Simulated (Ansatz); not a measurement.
The reference is PtSe2 in the CdI2 type structure (space group P-3m1, No. 164; a = 3.7722 Å, c = 4.8212 Å; layered; relaxed with 0.1 eV smearing). Axes: x lies along a and z along c of the hexagonal cell.

Level of theory: plane-wave PAW DFT at the PBE-D3(BJ) level (Ansatz, an electronic-structure program, 420 eV), no spin-orbit coupling.

It is then changed as follows: the cell is scaled by 0.9796 in all directions, atoms relaxed at fixed cell.

Problem. Predict the stress tensor and what it implies for the stiffness.

Solution. Stress of the strained cell less that of the base (GPa, compression positive):
```
    6.9     0.0     0.0
    0.0     6.9     0.0
    0.0     0.0     3.9
```

Then B = −ΔP/(ΔV/V₀) with ΔV/V₀ = -0.0600 gives secant stiffness values (nonlinear terms included at this strain): B (at held cell shape, above the free-shape value) ≈ 99 GPa.

As a check, the harmonic strain energy −½ V₀ Δσ:ε is 22 meV/atom; the computed energy rise is 21 meV/atom.

Whether these cells are dynamically stable was not tested. All final runs are without spin polarisation.
